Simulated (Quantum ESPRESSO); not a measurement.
Quantum ESPRESSO is run on MgO (Fm-3m, 2 atoms in the cell), and the run fails. The aim is a self-consistent single point with DFT, PBE, plane waves, PseudoDojo standard norm-conserving (PBE) pseudopotentials.

The input file:

```fortran
&CONTROL
    calculation = 'scf'
    prefix = 'mgo'
    outdir = './out'
    pseudo_dir = './'
    tprnfor = .true.
    tstress = .true.
/
&SYSTEM
    ibrav = 0
    nat = 3
    ntyp = 2
    ecutwfc = 85
    occupations = 'fixed'
    nbnd = 12
/
&ELECTRONS
    conv_thr = 1e-8
    mixing_beta = 0.7
/
ATOMIC_SPECIES
Mg    24.3050  Mg.upf
O     15.9990  O.upf
CELL_PARAMETERS {angstrom}
   0.000000000     2.112308000     2.112308000
   2.112308000     0.000000000     2.112308000
   2.112308000     2.112308000     0.000000000
ATOMIC_POSITIONS {angstrom}
Mg    0.000000000    0.000000000    0.000000000
O     2.112308000    2.112308000    2.112308000
K_POINTS {automatic}
13 13 13  0 0 0
```

Output (repeated stretches shortened):

```
     This program is part of the open-source Quantum ESPRESSO suite
     for quantum simulation of materials; please cite

 %%%%%%%%%%%%%%%%%%%%%%%%%%%%%%%%%%%%%%%%%%%%%%%%%%%%%%%%%%%%%%%%%%%%%%%%%%%%%%
     Error in routine read_cards (3):
     wrong number of columns in ATOMIC_POSITIONS
 %%%%%%%%%%%%%%%%%%%%%%%%%%%%%%%%%%%%%%%%%%%%%%%%%%%%%%%%%%%%%%%%%%%%%%%%%%%%%%

     stopping ...
```

From the messages shown, name the fault and mend the input.

The fault is an atom count that does not match the list of atoms; here the program stops on it instead of giving results. To fix it, make the count match the list. The program stopped before any SCF iteration.

An input that runs soundly differs in these lines (not the only fix; some lines may just follow from the change or write a value another way):
```diff
-    nat = 3
+    nat = 2
```

With that input, the run converged in 9 iterations: free energy E − TS -2069.4610 eV; top of the valence band (on the code's own zero) 7.94 eV; gap on the k-point mesh 4.68 eV; pressure 3.06 GPa (DFT, PBE, plane waves, PseudoDojo standard norm-conserving (PBE) pseudopotentials).

On the sound input: the starting cell comes from a database of computed structures (which also holds hypothetical and non-ambient phases and stackings), without a prior relaxation at this level. Its lattice was rescaled by a random factor within 2.5 % of one. With a pressure of about 3 GPa the cell is away from its equilibrium volume at this level.
